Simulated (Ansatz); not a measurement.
A set of cells, compared by their density of states at the Fermi level.

Cell A: Al (fcc, Fm-3m), 1 atom in the cell, k-point mesh 26×26×26 on the run's own vectors.
```
Al
1.0
    0.00000     2.02052     2.02052
    2.02052     0.00000     2.02052
    2.02052     2.02052     0.00000
Al
1
Direct
  0.00000   0.00000   0.00000
```

Cell B: Cu (fcc, Fm-3m), 1 atom in the cell; spin state with PBE: run without spin, k-point mesh 28×28×28 on the run's own vectors.
```xyz
1
Lattice="0.0000 1.8146 1.8146 1.8146 0.0000 1.8146 1.8146 1.8146 0.0000" Properties=species:S:1:pos:R:3 pbc="T T T"
Cu     0.0000     0.0000     0.0000
```

Cell C: Mo (bcc, Im-3m), 1 atom in the cell; spin state with PBE: run without spin, k-point mesh 26×26×26 on the run's own vectors.
```xyz
1
Lattice="-1.5806 1.5806 1.5806 1.5806 -1.5806 1.5806 1.5806 1.5806 -1.5806" Properties=species:S:1:pos:R:3 pbc="T T T"
Mo     0.0000     0.0000     0.0000
```

Plane-wave PAW calculations with Ansatz (an electronic-structure program), its PAW set soft_1, cutoff 420 eV, 500 eV for r2SCAN. The structures are at rest with PBE; other levels are single points on them. Neutral cells; Fermi-Dirac smearing of at most 0.10 eV in the solids, energies taken to zero width. The lattices are those relaxed with PBE, so at other levels the solids can be strained, which adds to the spread. Spin-orbit coupling is left out. A dispersion term ran beside these levels; it doesn't touch the electrons. Both spins, broadened by a Gaussian of 0.2 eV on the run's mesh.

Task: What does PBE give for the density of states at the Fermi level of each cell (states/eV per atom)?

Result: 
```tsv
system	PBE
A	0.38
B	0.30
C	0.64
```

With PBE the value is lowest for B and highest for C.

Task: How do the other levels compare?

Result: 
| cell | r2SCAN |
|---|---|
| A | 0.35 |
| B | 0.28 |
| C | 0.57 |

With r2SCAN the value is lowest for B and highest for C.
